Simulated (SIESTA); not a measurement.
Worked example: self-consistent single point of La (P3m1, 4 atoms in the cell) in SIESTA.

Method: GGA PBEsol, numerical atomic orbitals DZP, PseudoDojo PBEsol standard norm-conserving potentials (rewritten from UPF to PSML) (SIESTA 5.4.2).

```xyz
4
Lattice="1.8756 -3.2486 0.0000 1.8756 3.2486 0.0000 0.0000 0.0000 12.0992" Properties=species:S:1:pos:R:3 pbc="T T T"
La     0.0000     0.0000     6.0996
La     0.0000     0.0000     0.0000
La     1.8756     1.0829     3.0248
La     1.8756    -1.0829     9.0744
```

Reference input (self-consistent single point, DFT, GGA PBEsol, numerical atomic orbitals DZP, PseudoDojo PBEsol standard norm-conserving potentials (rewritten from UPF to PSML)): XC.functional = GGA; XC.authors = PBEsol; potentials = PseudoDojo PBEsol standard; PAO.BasisSize = DZP; PAO.EnergyShift = 0.005 Ry; MeshCutoff = 350 Ry; kgrid.MonkhorstPack = 8 8 2; OccupationFunction = FD; ElectronicTemperature = 100 meV; MaxSCFIterations = 150; SCF.Mixer.Method = Pulay; SCF.Mixer.Weight = 0.25. This run's input differs from it in these lines:

```diff
@@ -34,3 +34,3 @@
 OccupationFunction           FD
-ElectronicTemperature        100.0 meV
+ElectronicTemperature        50.0 meV
```

Log, with long lists cut:

```
        iscf     Eharris(eV)        E_KS(eV)     FreeEng(eV)     dDmax    Ef(eV) dHmax(eV)
   scf:    1    -3792.614372    -3819.505020    -3819.541614  1.681962 -5.440885  1.970509
   scf:    2    -3817.298460    -3818.935166    -3818.973083  0.105014 -5.497648  4.776758
   scf:    3    -3819.636777    -3819.705747    -3819.743582  0.063488 -5.504491  1.175267
   scf:    4    -3819.847097    -3819.790488    -3819.827639  0.059475 -5.561601  0.459282
   scf:    5    -3819.801840    -3819.801473    -3819.839363  0.024898 -5.589015  0.222557
   [... 4 lines left out ...]
   scf:   10    -3819.803983    -3819.803978    -3819.841910  0.000118 -5.587309  0.000167
   scf:   11    -3819.803978    -3819.803978    -3819.841910  0.000014 -5.587301  0.000068
   scf:   12    -3819.803978    -3819.803978    -3819.841910  0.000016 -5.587296  0.000040
   scf:   13    -3819.803978    -3819.803978    -3819.841910  0.000006 -5.587294  0.000014
SCF Convergence by DM+H criterion
max |DM_out - DM_in|         :     0.0000058268
max |H_out - H_in|      (eV) :     0.0000135167
SCF cycle converged after 13 iterations

Using DM_out to compute the final energy and forces

siesta: E_KS(eV) =            -3819.8040

siesta: E_KS - E_eggbox =     -3819.8040

siesta: Atomic forces (eV/Ang):
     1   -0.000000    0.000000   -0.163909
     2    0.000000    0.000000    0.024021
     3    0.000000   -0.000000    0.059532
     4   -0.000000   -0.000000    0.080563
   Tot   -0.000000   -0.000000    0.000207
   Max    0.163909
   Res    0.055885    sqrt( Sum f_i^2 / 3N )
   Max    0.163909    constrained

Stress tensor Voigt[x,y,z,yz,xz,xy] (kbar):       -2.13       -2.13       -7.62        0.00       -0.00       -0.00
(Free)E + p*V (eV/cell)    -3819.4776
   [... lines left out ...]
siesta: FreeEng =     -3819.841910
   [... lines left out ...]
siesta:    -0.001329   -0.000000   -0.000000
siesta:    -0.000000   -0.001331    0.000000
siesta:    -0.000000    0.000000   -0.004753

siesta: Cell volume =        147.440272 Ang**3

siesta: Pressure (static):
siesta:                Solid            Molecule  Units
siesta:           0.00002691          0.00002912  Ry/Bohr**3
siesta:           0.00247102          0.00267356  eV/Ang**3
siesta:           3.95901088          4.28351616  kBar
```

The run converged in 13 iterations. Against the reference run the free energy rises by 14.9 meV/atom, the pressure goes from 0.51 to 0.40 GPa and the largest force moves little (0.160 to 0.164 eV/Å).

The starting cell has typed, rounded lattice constants, without a prior relaxation at this level. Its lattice was rescaled by up to half a per cent. One atom was moved a little off its site on purpose. Values carry the incompleteness of an atom-centred basis.

Cost on one core of a shared machine: roughly 80 s.
